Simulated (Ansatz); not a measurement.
Abridged Ansatz (a quantum-chemistry and plane-wave program) output:

```
Pseudopotential: Zn, paw, valence charge 12
Crystal: 1 atoms, lattice volume = 14.295 Å³
Basis set: ecut = 500 eV, 339 PW (Γ), exchange–correlation on 80×80×80 points (64 copies of the dense FFT grid, shifted against one another)
Bands: 10, of which v1, the nominal top of the filled ones, is band 6 counted from 1 (5 counted from 0)
Symmetry: 48 space group operations
k-points: 286 of 9261
Functional: x = r2scan, c = r2scan; τ floored in thin density (d = 2e-4 eV/Å³)
SCF iter   1: F=—  HF=-3325.648249 eV  |F-HF|=—  |Δ(HF+E_count)|=         —  Δρ=2.40e-2  dr2=4.08e-2  dr2_τ=1.11e-3  ethr=1.77e-3  ⟨swp⟩=5.5  Hψ=20674  notcnv=0
SCF iter   2: F=—  HF=-3325.644160 eV  |F-HF|=—  |Δ(HF+E_count)|=   4.09e-3  Δρ=8.81e-3  dr2=6.92e-3  dr2_τ=2.21e-4  ethr=3.40e-4  ⟨swp⟩=3.0  Hψ=8845  notcnv=0  defer=2
SCF 1 converged in 8 iterations: F = -3325.638976 eV  dr2 = 7.10e-12
SCF converged after 8 iterations
Free energy (F): -3325.638976 eV
Internal energy: -3325.636200 eV  (E = F + TS)
E sigma→0 (E₀):  -3325.637588 eV
Entropy (-TS):   -0.002776 eV (-2.776 meV/atom)
Fermi energy:    11.851833 eV
--- Forces (eV/Å), atoms counted from 1 ---
  atom   1  Zn    -0.00000000     0.00000000    -0.00000000
--- Stress (GPa, compression-positive) ---
        0.000132      -0.000000      -0.000000
       -0.000000       0.000132       0.000000
        0.000000      -0.000000       0.000132
  P = ⅓ Tr σ = 0.0001 GPa (0.001 kbar)
```

### Question
What was computed, and what are the main results?

### Answer
Zn, 1 atom in the cell, with r2SCAN, PAW, 500 eV (Ansatz; no spin-orbit coupling). The last SCF converged to F = -3325.638976 eV, or -3325.6390 eV per atom, at a pressure of 0.00 GPa. The total energy compares only with runs of the same code, potentials and settings.

Whether these cells are dynamically stable was not tested. The cell was made from Cu by this change: Cu → Zn; the result is a model cell, its experimental status unchecked. This is not the structure that Zn has at room temperature and ambient pressure.
